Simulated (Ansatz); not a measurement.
Start from TiC in the rock salt structure (space group Fm-3m, No. 225; relaxed with 0.1 eV smearing).

```
TiC
1.0
    0.00000     2.13046     2.13046
    2.13046     0.00000     2.13046
    2.13046     2.13046     0.00000
Ti C
1 1
Direct
  0.00000   0.00000   0.00000
  0.50000   0.50000   0.50000
```

Cartesian axes are those of the cell as printed.

All numbers come from Ansatz (a quantum-chemistry and plane-wave program) LDA, scalar-relativistic without spin-orbit coupling.

For the base:

* **Pressure**: 0.0 GPa

Modification: uniaxial strain ε_zz = +2.00 %, all other strain components held at zero, atoms relaxed at fixed cell.

**Question.** What does the calculation give for the pressure and energy relative to the base after the change?

**Answer.** The pressure (mean of the normal stresses, compression positive) goes from zero to -5.2 GPa; the energy rises by 6.6 meV/atom.

Whether these cells are dynamically stable was not tested. All final runs are without spin polarisation.
